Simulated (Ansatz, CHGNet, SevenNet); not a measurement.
# Volume per atom of Al₂Cu (I4/mcm, No. 140, 6 atoms in the cell; start mp-998) at several levels of theory

No measured value is used here.

| level (code) | value (Å³/atom) |
|---|---|
| CHGNet-r²SCAN | 14.52 |
| SevenNet-0 | 14.77 |
| LDA (Ansatz) | 14.04 |
| PBE (Ansatz) | 14.91 |
| PBEsol (Ansatz) | 14.46 |
| r²SCAN (Ansatz) | 14.40 |

CHGNet-r²SCAN, SevenNet-0, LDA, PBE, PBEsol, r²SCAN: the relaxation could not lower the start's symmetry, so the cell can be a saddle point above a distorted one. Ansatz's density-functional and Hartree–Fock values are scalar-relativistic unless marked +SOC, with PAW data made under PBE.

Machine-learned potentials (CHGNet-r²SCAN, SevenNet-0) are trained on DFT data: a solid inside that data is no test of them.

A start named mp-… is a Materials Project structure, which need not be a measured phase.

Ansatz is a program for electronic structure.
